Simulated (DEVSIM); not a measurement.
Device: illuminated Si n-on-p cell, one wavelength, with a back-surface field, at 400 K.

Layer 1 from the left is Si, thickness (μm) 0.930, Nd (cm⁻³) 1.6e19, τn (s) 3.6e-9, τp (s) 3.1e-8, absorption coefficient (cm⁻¹) 630. Layer 2 from the left is Si, thickness (μm) 290, Na (cm⁻³) 2.4e17, τn (s) 2.8e-7, τp (s) 2.8e-7, absorption coefficient (cm⁻¹) 630. Layer 3 from the left is Si, thickness (μm) 0.170, Na (cm⁻³) 3.7e18, τn (s) 2.8e-7, τp (s) 2.8e-7, absorption coefficient (cm⁻¹) 630.

Left contact: ohmic, minority hole recombination velocity 2e5 cm/s. Right contact: ohmic, minority electron recombination velocity 8000 cm/s. Voltage is applied to the left contact. Recombination: SRH at mid-gap, radiative, Auger. Light enters at the left, 6.9e16 photons cm⁻² s⁻¹, one pass, no reflection. Mobility is constant in doping.

The device is made up for the run: typed textbook-type constants, with dimensions and the other settings drawn at random. Values at 300 K; Nc and Nv go as T^1.5, mobilities as T to minus their exponent, the gap by Varshni's rule with the affinity fixed.

Si: gap (eV) 1.124, affinity (eV) 4.05, permittivity 11.7, Nc (cm⁻³) 2.86e19, Nv (cm⁻³) 3.1e19, μn (cm²/Vs) 1417, μp (cm²/Vs) 470, T exponent of μn 2.3, T exponent of μp 2.2, B (cm³/s) 4.7e-15, Cn (cm⁶/s) 2.8e-31, Cp (cm⁶/s) 9.9e-32, Varshni α (eV/K) 0.000473, Varshni β (K) 636.

Model (solved in DEVSIM): 1D drift-diffusion, Boltzmann statistics, complete ionisation; no tunnelling, impact ionisation, image-force lowering or self-heating.

Dark forward current:

| |V| (V) | |J| (A/cm²) |
|---|---|
| 0.05 | 2.187e-6 |
| 0.10 | 8.241e-6 |
| 0.15 | 2.787e-5 |
| 0.20 | 9.871e-5 |
| 0.25 | 0.0003731 |
| 0.30 | 0.001483 |
| 0.35 | 0.006081 |
| 0.40 | 0.02536 |
| 0.45 | 0.1063 |
| 0.50 | 0.4385 |
| 0.55 | 1.685 |
| 0.60 | 5.339 |
| 0.65 | 12.64 |
| 0.70 | 23.22 |
| 0.75 | 36.05 |
| 0.80 | 50.41 |
| 0.85 | 65.89 |
| 0.90 | 82.24 |
| 0.95 | 99.33 |
| 1.00 | 117.1 |
| 1.05 | 135.4 |
| 1.10 | 154.4 |
| 1.15 | 173.9 |
| 1.20 | 194.0 |
| 1.25 | 214.7 |
| 1.30 | 236.0 |

Problem. Work out the local ideality factor n = ΔV / (kT/q · ln(J2/J1)) between the rows 0.15 and 0.20 V, 0.40 and 0.45 V, 1.25 and 1.30 V.

Solution. kT/q = 34.47 mV. From 0.15 to 0.20 V: ln(9.871e-5/2.787e-5) = 1.265, n = 1.15. From 0.40 to 0.45 V: ln(0.1063/0.02536) = 1.433, n = 1.01, near the 1 of diffusion or emission over a barrier. From 1.25 to 1.30 V: ln(236.0/214.7) = 0.095, n = 15.33.

Problem. What current could the absorbed light give at most, and what share is collected?

Solution. Σ αd = 18.3, so qΦ(1 − exp(−Σ αd)) = 11.1 mA/cm². The simulated short-circuit current is 6.947 mA/cm², a share of 0.63.

Problem. Estimate the open-circuit voltage by superposition: the voltage at which the dark current equals that short-circuit current.

Solution. Interpolating ln J in the table gives 0.355 V. The simulation gives 0.355 V, the same within the digits that matter. Superposition holds where collection doesn't change with voltage.

Problem. Estimate the fill factor from FF0 = (v − ln(v + 0.72))/(v + 1), v = qVoc/(nkT), with n from the dark curve.

Solution. The rows about Voc, 0.35 and 0.40 V, give n = 1.02, so v = 10.1 and FF0 = 0.696. The simulation gives 0.693, the same within the digits that matter.
